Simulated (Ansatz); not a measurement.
**Rh, point defects**

Take a 12-atom supercell of Rh in the fcc (Cu type) structure (space group Fm-3m, No. 225) at its relaxed geometry as the base.

```xyz
12
Lattice="0.0000 3.8000 3.8000 3.8000 -3.8000 3.8000 3.8000 3.8000 0.0000" Properties=species:S:1:pos:R:3 pbc="T T T"
Rh     0.0000     0.0000     0.0000
Rh     1.9000     1.9000     0.0000
Rh     1.9000     0.0000     1.9000
Rh     3.8000     1.9000     1.9000
Rh     3.8000     0.0000     3.8000
Rh     5.7000     1.9000     3.8000
Rh     0.0000     1.9000     1.9000
Rh     1.9000     3.8000     1.9000
Rh     1.9000     1.9000     3.8000
Rh     3.8000     3.8000     3.8000
Rh     3.8000     1.9000     5.7000
Rh     5.7000     3.8000     5.7000
```

One neutral defect a cell, atoms relaxed at fixed cell.

Calculations: Ansatz (a quantum-chemistry and plane-wave program) r2SCAN, no SOC.

| case | pressure | largest displacement of a host atom from its site in the perfect cell |
|---|---|---|
| perfect supercell | 0.0 GPa | – |
| H interstitial (started 1.90 Å from the nearest host atom), symmetric start | 4.3 GPa | 0.03 Å |
| C on a Rh site | -1.8 GPa | 0.37 Å |
| Li interstitial (started 1.90 Å from the nearest host atom) | 18.4 GPa | 0.15 Å |
| Bi on a Rh site, symmetric start | 15.0 GPa | 0.06 Å |

The cell is small, so the values are those of an ordered compound at a high defect concentration; dilute-limit values will differ. Defects with a symmetric start kept the site's symmetry and may sit on a saddle; the others started slightly shaken. All final runs are without spin polarisation. An odd electron count without spin: Rh12H, Rh11C and LiRh12.
